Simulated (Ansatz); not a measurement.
# Smallest direct gap on the k points sampled of NaCaF3 (model structure, from the cubic perovskite type, Pm-3m, No. 221) at several levels of theory

No measured value is used here.

| level (code) | value (eV) |
|---|---|
| LDA (Ansatz) | 5.05 |
| PBE (Ansatz) | 5.27 |
| PBEsol (Ansatz) | 5.26 |
| r²SCAN (Ansatz) | 6.08 |
| HSE06 (Ansatz) | 7.29 |
| PBE0 (Ansatz) | 8.06 |
| r²SCAN0 (Ansatz) | 8.59 |

Computed values are for a static lattice.  Values are at the PBEsol cell. Cutoffs and k meshes differ between the levels. Ansatz's density-functional and Hartree–Fock values are scalar-relativistic unless marked +SOC, with PAW data made under PBE.

A model structure was made by putting elements into a prototype or built by hand; it is no filed structure, need not be a known phase, and can be a saddle point held by its symmetry.

Ansatz is an electronic-structure program.
